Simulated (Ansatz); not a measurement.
## SmMg₂ (Fd-3m, No. 227)

Level of theory: LDA (Ansatz, a first-principles code, plane waves, PAW).

Settings: plane-wave cutoff 500 eV, 12×12×12 k mesh, Fermi–Dirac smearing 0.1 eV, spin-polarised start, scalar-relativistic PAW data made under PBE.

Cell (relaxed at this level):

```yaml
crystal:
  lattice:
    - [0.00000, 4.28158, 4.28158]
    - [4.28158, 0.00000, 4.28158]
    - [4.28158, 4.28158, 0.00000]
  atoms:
    - { symbol: Sm, position: [0.50000, 0.50000, 0.50000] }
    - { symbol: Sm, position: [0.75000, 0.75000, 0.75000] }
    - { symbol: Mg, position: [0.12500, 0.12500, 0.12500] }
    - { symbol: Mg, position: [0.62500, 0.12500, 0.12500] }
    - { symbol: Mg, position: [0.12500, 0.12500, 0.62500] }
    - { symbol: Mg, position: [0.12500, 0.62500, 0.12500] }
```

- band gap = none

Note: the magnetic order was assumed, not searched for or taken from measurement; the 4f shell is treated without U or exact exchange, so its levels and filling can be wrong.

Spin–orbit coupling is not included.

Computed values are for the static lattice.

It cost very roughly 4 core-minutes of CPU time.
